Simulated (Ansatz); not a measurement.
## MnCl₃ in the ReO3 type structure (space group Pm-3m, No. 221; ferromagnetic; a hypothetical phase, not in the database extracts checked)

```
CELL_PARAMETERS angstrom
      4.74431     0.00000     0.00000
      0.00000     4.74431     0.00000
      0.00000     0.00000     4.74431
ATOMIC_POSITIONS crystal
  Mn 0.00000 0.00000 0.00000
  Cl 0.50000 0.00000 0.00000
  Cl 0.00000 0.00000 0.50000
  Cl 0.00000 0.50000 0.00000
```

Computed with plane-wave PAW DFT at the PBE level (Ansatz, a quantum-chemistry and plane-wave program, 420 eV), without spin-orbit coupling. Settings: 10×10×10 k-points, 0.05 eV Fermi–Dirac smearing.

| Property | Value |
|---|---|
| Volume per atom | 26.70 Å³ |
| Density | 2.51 g/cm³ |
| Band gap | zero |
| Magnetic state | ferromagnetic |
| Total energy | -1785.148 eV/atom (σ→0; compares only within this code and set-up) |

No phonon test of stability was made. No Hubbard U is applied and the magnetic state is the run's own (MnCl3 ferromagnetic); small cells can't hold the antiferromagnetic order that many such compounds have, so gaps and moments can be off.
